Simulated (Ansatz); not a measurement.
The reference is CuI in the zinc blende structure (space group F-43m, No. 216; a = 6.079 Å).

The values are results of Ansatz (a quantum-chemistry and plane-wave program), PBE, PAW, cutoff 420 eV, spin-orbit coupling left out, not measurements.

Before the change:

* **Lattice parameter a**: 6.079 Å
* **Electron mass**: 0.15 mₑ (at Γ)
* **Width of the top valence band**: 1.47 eV

It is then changed as follows: hydrostatic tension (pressure −2 GPa).

### Question
How does this affect the lattice parameter a?

### Answer
The lattice parameter a rises by 0.1222 Å, from 6.079 Å to 6.202 Å.

### Question
How does this affect the electron mass?

### Answer
The electron mass stays 0.15 mₑ (at Γ).

### Question
Estimate the effect on the width of the top valence band.

### Answer
The width of the top valence band falls by 0.19 eV to 1.28 eV.

With I present, leaving out spin-orbit coupling can change the band edges. The levels and masses belong to the bands next to the band gap. Load acts through the strain it causes; cell and atoms are relaxed under it. Effective masses come from finite differences of ±0.01 Å⁻¹. No phonon test of stability was made. All final runs are without spin polarisation.
